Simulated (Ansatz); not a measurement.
Amorphous In₁₅Ga₁₅Zn₁₅O₆₀, 105 atoms at 5.49 g/cm³, one PBE-relaxed geometry, zone centre. Methods: PBE, scalar-relativistic without spin-orbit coupling (Ansatz, a first-principles code); r2SCAN, scalar-relativistic without spin-orbit coupling (Ansatz); HSE06, scalar-relativistic without spin-orbit coupling (Ansatz). Plane waves to 420 eV (r2SCAN 500 eV); exact exchange is cut at the cell's faces. At PBE the levels at the filled edge of the gap are localised (band-tail or defect states). All rungs ran without spin polarisation.

Preparation: random packing, a CHGNet melt and quench, and a DFT relaxation. O atoms were pushed apart under 1.9 Å during the dynamics, to hinder bonds among them. The hot cell started wider than the set density and was brought back towards it in steps. It is the lowest in DFT energy of 4 quenches. It is a model cell: composition and starting density were chosen by hand, and all elements were melted together. No dispersion term was used. Its density started from a set value of 5.49 and ended at 5.49 g/cm³. The simulated quench (nominally 170 K/ps over its main leg) is rapid and tends to freeze in more defects than a deposited or slowly cooled glass has. A cell of this size samples the disorder only roughly. The volume was held where the preparation left it and the shape relaxed, at a PBE pressure of -0.2 GPa (tension).

The relaxation ran on the zone centre alone. At PBE the level gap is 0.76 eV on a 2×2×2 Γ-centred mesh, and the spacing at the zone centre alone 0.76 eV.

Question: What zone-centre spacing does r2SCAN give, roughly?

Answer: 1.19 eV (+0.43 eV against PBE).

Question: What zone-centre spacing does HSE06 give, roughly?

Answer: 2.31 eV (+1.55 eV against PBE).

The highest filled and the lowest empty state spread over these numbers of atoms (participation numbers): PBE: 18.9 and 95.9; r2SCAN: 20.0 and 94.1; HSE06: 18.7 and 93.5.
